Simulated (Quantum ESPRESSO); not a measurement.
Input and output of a self-consistent single point for CoPS3 (C2/m, 10 atoms in the cell) (Quantum ESPRESSO).

Method of the run: PBEsol, PSlibrary ultrasoft (PBE) pseudopotentials (plane waves; Quantum ESPRESSO).

```
CELL_PARAMETERS angstrom
      2.88521    -4.99643     0.00000
      2.88521     4.99643     0.00000
     -1.92947     0.00000     6.58267
ATOMIC_POSITIONS crystal
  Co 0.33328 0.66672 0.50000
  Co 0.66672 0.33328 0.50000
  P  0.05565 0.05565 0.66432
  P  0.94435 0.94435 0.33568
  S  0.07270 0.42738 0.71739
  S  0.92730 0.57262 0.28261
  S  0.57262 0.92730 0.28261
  S  0.42738 0.07270 0.71739
  S  0.28110 0.28110 0.28185
  S  0.71890 0.71890 0.71815
```
Moments meant for the start (each program seeds them in its own way; μB, in the order of the atoms Co Co P P S S S S S S): 3.0 3.0 0.0 0.0 0.0 0.0 0.0 0.0 0.0 0.0.

Reference input (self-consistent single point, DFT, PBEsol, plane waves, PSlibrary ultrasoft (PBE) pseudopotentials): ecutwfc = 50 Ry; ecutrho = 300 Ry; occupations = smearing; smearing = gauss; degauss = 0.0073499 Ry; nspin = 2; input_dft = pbesol; K_POINTS = automatic 4 4 3 0 0 0; conv_thr = 1e-10 Ry; mixing_beta = 0.2. This run's input differs from it in these lines:

```diff
@@ -15,3 +15,3 @@
    smearing = 'gauss'
-   degauss = 0.0073499
+   degauss = 0.0147
    nspin = 2
```

Output (repeated stretches shortened):

```
     Self-consistent Calculation

     iteration #  1     ecut=    50.00 Ry     beta= 0.20

     total energy              =    -304.60474164 Ry
     estimated scf accuracy    <       2.14598011 Ry

     total magnetization       =     2.00 Bohr mag/cell
     absolute magnetization    =     2.11 Bohr mag/cell

     iteration #  2     ecut=    50.00 Ry     beta= 0.20

     total energy              =    -304.83310005 Ry
     estimated scf accuracy    <       3.29479836 Ry

     total magnetization       =     5.43 Bohr mag/cell
     absolute magnetization    =     5.63 Bohr mag/cell

     iteration #  3     ecut=    50.00 Ry     beta= 0.20

   [... lines left out ...]

     Magnetic moment per site  (integrated on atomic sphere of radius R)
     atom   1 (R=0.168)  charge=  7.2979  magn=  0.3873
     atom   2 (R=0.168)  charge=  7.2979  magn=  0.3873
     atom   3 (R=0.148)  charge=  2.1356  magn=  0.0158
     atom   4 (R=0.148)  charge=  2.1356  magn=  0.0158
     atom   5 (R=0.148)  charge=  3.0893  magn=  0.0098
     atom   6 (R=0.148)  charge=  3.0893  magn=  0.0098
     atom   7 (R=0.148)  charge=  3.0893  magn=  0.0098
     atom   8 (R=0.148)  charge=  3.0893  magn=  0.0098
     atom   9 (R=0.148)  charge=  3.0887  magn=  0.0104
     atom  10 (R=0.148)  charge=  3.0887  magn=  0.0104
     End of self-consistent calculation

     the Fermi energy is     7.0754 ev

!    total energy              =    -305.17107256 Ry
     estimated scf accuracy    <          1.9E-11 Ry
     smearing contrib. (-TS)   =      -0.00810994 Ry
     internal energy E=F+TS    =    -305.16296262 Ry

     total magnetization       =     1.00 Bohr mag/cell
     absolute magnetization    =     1.11 Bohr mag/cell

     convergence has been achieved in  34 iterations

     Forces acting on atoms (cartesian axes, Ry/au):

     atom    1 type  1   force =     0.00000000    0.00009455    0.00000000
     atom    2 type  1   force =     0.00000000   -0.00009455    0.00000000
     atom    3 type  2   force =    -0.00068819    0.00000000    0.01131059
     atom    4 type  2   force =     0.00068819    0.00000000   -0.01131059
   [... lines left out ...]

     Total force =     0.060560     Total SCF correction =     0.000006

          total   stress  (Ry/bohr**3)                   (kbar)     P=      -29.45
  -0.00019379   0.00000000   0.00000267          -28.51        0.00        0.39
   0.00000000  -0.00018937  -0.00000000            0.00      -27.86       -0.00
   0.00000267   0.00000000  -0.00021734            0.39        0.00      -31.97

   JOB DONE.
```

The run converged in 34 iterations. Against the reference run the free energy falls by 3.7 meV/atom, the pressure stays near -2.94 GPa while the zz stress (positive for compression) goes from -2.89 to -3.20 GPa, the largest force goes from 0.500 to 0.615 eV/Å and the size of the net moment goes from 0.17 to 0.10 μB/atom.

The starting cell comes from a database of computed structures (which also holds hypothetical and non-ambient phases and stackings), without a prior relaxation at this level. The moments shrank to a small part of their start, a low-spin state that need not be the lowest.

Cost on one core of a shared machine: roughly 10 min.
